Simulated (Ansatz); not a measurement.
# Effect of uniaxial stress, 8 GPa compression along z on Fe2O3

The parent structure is Fe₂O₃ in the corundum structure (space group R-3c, No. 167; a = 4.774 Å, c = 13.312 Å (hexagonal axes); ferromagnetic). Axes: x lies along a and z along c of the hexagonal cell.

Now apply this change: uniaxial stress, 8 GPa compression along z, with the cell and atoms free to relax against it.

Calculations: PBE (Ansatz, a first-principles code; PAW; 420 eV plane waves; spin-orbit coupling left out), earlier PAW set. Γ-centred 12×12×12 mesh, Fermi–Dirac width 0.05 eV.

| quantity | base | changed | shift |
|---|---|---|---|
| space group | R-3c (No. 167) | R-3c (No. 167) | – |
| shortest interatomic distance | 1.895 Å | 1.892 Å | -0.003 Å |
| energy relative to the base (free energy F) | 0 meV/atom | +7.9 meV/atom | +7.9 meV/atom |
| band gap | zero | zero | – |
| magnetic state | ferromagnetic | ferromagnetic | – |
| largest site moment | 0.86 μB | 0.86 μB | -0.006 μB |
| strain response (xx, yy, zz) (rough) | – | (+1.30, +1.30, −3.54) % | – |

Final structure:

```yaml
crystal:
  lattice:
    - [2.41795, 1.39601, 4.28033]
    - [-2.41795, 1.39601, 4.28033]
    - [0.00000, -2.79201, 4.28033]
  atoms:
    - { symbol: Fe, position: [0.34679, 0.34679, 0.34679] }
    - { symbol: Fe, position: [0.15321, 0.15321, 0.15321] }
    - { symbol: Fe, position: [0.65321, 0.65321, 0.65321] }
    - { symbol: Fe, position: [0.84679, 0.84679, 0.84679] }
    - { symbol: O, position: [0.56211, 0.93789, 0.25000] }
    - { symbol: O, position: [0.25000, 0.56211, 0.93789] }
    - { symbol: O, position: [0.93789, 0.25000, 0.56211] }
    - { symbol: O, position: [0.43789, 0.06211, 0.75000] }
    - { symbol: O, position: [0.75000, 0.43789, 0.06211] }
    - { symbol: O, position: [0.06211, 0.75000, 0.43789] }
```

Cost of the whole job for the changed cell (relaxation, final SCF and bands): roughly 29 core-minutes.

Without a gap, meshes like the base's 12×12×12 leave anisotropic stresses uncertain by several tenths of a GPa, and small strain energies with them. Beyond what the load breaks, stability against distortions was not tested. No Hubbard U is applied and the magnetic state is the run's own (Fe2O3 ferromagnetic); other magnetic orders, which need larger cells, were not tried and can change the gap. In its common phase, real Fe2O3 is an antiferromagnetic insulator at low temperature.
